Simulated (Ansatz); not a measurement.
Related cells compared by their step of the vacuum level across the slab (top less bottom).

Cell A: a slab of Pt (fcc, Fm-3m) cut along (111), 46 atoms, hexagonal cell of 8.43 Å (61.5 Å²), symmetry P3m1 within 0.02 Å, 11.4 Å thick under 17 Å of vacuum, in-plane vectors held at the crystal's; planes from bottom to top: Pt9 × 5 | La; added, foreign or displaced atoms, above the top plane: La bound to 3 Pt at 2.70 Å; spin state with PBE: run without spin, k-point mesh 5×5×1.
```
CELL_PARAMETERS angstrom
      8.42551     0.00000     0.00000
      4.21276     7.29671     0.00000
      0.00000     0.00000    28.12747
ATOMIC_POSITIONS crystal
  Pt 0.88834 0.22250 0.28427
  Pt 0.22250 0.22250 0.28427
  Pt 0.55549 0.22235 0.28489
  Pt 0.88873 0.55587 0.28471
  Pt 0.22235 0.55549 0.28489
  Pt 0.55549 0.55549 0.28489
  Pt 0.88873 0.88873 0.28471
  Pt 0.22250 0.88834 0.28427
  Pt 0.55587 0.88873 0.28471
  Pt 0.99970 0.99970 0.36603
  Pt 0.33394 0.99970 0.36603
  Pt 0.66677 0.99979 0.36718
  Pt 0.99970 0.33394 0.36603
  Pt 0.33342 0.33342 0.36710
  Pt 0.66649 0.33342 0.36710
  Pt 0.99979 0.66677 0.36718
  Pt 0.33342 0.66649 0.36710
  Pt 0.66677 0.66677 0.36718
  Pt 0.11111 0.11111 0.44544
  Pt 0.44442 0.11080 0.44770
  Pt 0.77811 0.11080 0.44770
  Pt 0.11080 0.44442 0.44770
  Pt 0.44444 0.44444 0.44848
  Pt 0.77811 0.44442 0.44770
  Pt 0.11080 0.77811 0.44770
  Pt 0.44442 0.77811 0.44770
  Pt 0.77778 0.77778 0.44836
  Pt 0.89025 0.22154 0.52784
  Pt 0.22154 0.22154 0.52784
  Pt 0.55547 0.22240 0.52949
  Pt 0.88891 0.55551 0.52932
  Pt 0.22240 0.55547 0.52949
  Pt 0.55547 0.55547 0.52949
  Pt 0.88891 0.88891 0.52932
  Pt 0.22154 0.89025 0.52784
  Pt 0.55551 0.88891 0.52932
  Pt 0.00037 0.00037 0.61165
  Pt 0.33260 0.00037 0.61165
  Pt 0.66741 0.99852 0.61259
  Pt 0.00037 0.33260 0.61165
  Pt 0.32918 0.32918 0.61325
  Pt 0.67497 0.32918 0.61325
  Pt 0.99852 0.66741 0.61259
  Pt 0.32918 0.67497 0.61325
  Pt 0.66741 0.66741 0.61259
  La 0.44444 0.44444 0.68843
```

Cell B: a slab of Pt (fcc, Fm-3m) cut along (111), 21 atoms, hexagonal cell of 5.62 Å (27.3 Å²), symmetry P3m1 within 0.02 Å, 11.4 Å thick under 17 Å of vacuum, in-plane vectors held at the crystal's; planes from bottom to top: Pt4 × 5 | La; added, foreign or displaced atoms, above the top plane: La bound to 3 Pt at 2.70 Å; spin state with PBE: run without spin, k-point mesh 10×10×1.
```
LaPt20
1.0
    5.61701     0.00000     0.00000
    2.80850     4.86447     0.00000
    0.00000     0.00000    28.12747
Pt La
20 1
Direct
  0.83336   0.33336   0.28481
  0.33329   0.33336   0.28481
  0.83336   0.83329   0.28481
  0.33333   0.83333   0.28476
  0.99967   0.00017   0.36693
  0.50017   0.00017   0.36693
  0.00000   0.50000   0.36681
  0.50017   0.49967   0.36693
  0.16581   0.16838   0.44755
  0.66667   0.16667   0.44855
  0.16581   0.66581   0.44755
  0.66838   0.66581   0.44755
  0.83422   0.33422   0.53025
  0.33155   0.33422   0.53025
  0.83422   0.83155   0.53025
  0.33333   0.83333   0.52732
  0.00928   0.99536   0.61405
  0.49536   0.99536   0.61405
  0.00000   0.50000   0.61746
  0.49536   0.50928   0.61405
  0.66667   0.16667   0.68938
```

Computed with Ansatz (plane waves, PAW), its PAW set soft_1, cutoff 420 eV, 500 eV for r2SCAN. The structures are at rest with PBE, within the held lattices; other levels are single points on them. Neutral cells; Fermi-Dirac smearing of at most 0.10 eV in the solids, energies taken to zero width. The lattices are those relaxed with PBE, so at other levels the solids can be strained, which adds to the spread. Larger cells are relaxed from a start prepared with the learned potential CHGNet, on a coarser mesh till forces fall under 0.03 eV/Å, which some starts already meet. The structures are the rest points that the relaxations reached, not proven lowest. Spin-orbit coupling is left out. Values are for these cell sizes. A dispersion term ran beside these levels; it doesn't touch the electrons. The step measures the slab's dipole per area along the normal.

Problem. What does PBE give for the step of the vacuum level across the slab (top less bottom) of each cell (eV)?

Solution. 
```csv
cell,PBE
A,-2.99
B,-3.64
```

With PBE the value of A exceeds that of B by 0.65 eV.

Problem. Does the picture change with the functional?

Solution. 
```tsv
system	r2SCAN
A	-3.19
B	-3.76
```

With r2SCAN the value of A exceeds that of B by 0.57 eV.

Ansatz is an electronic-structure program.
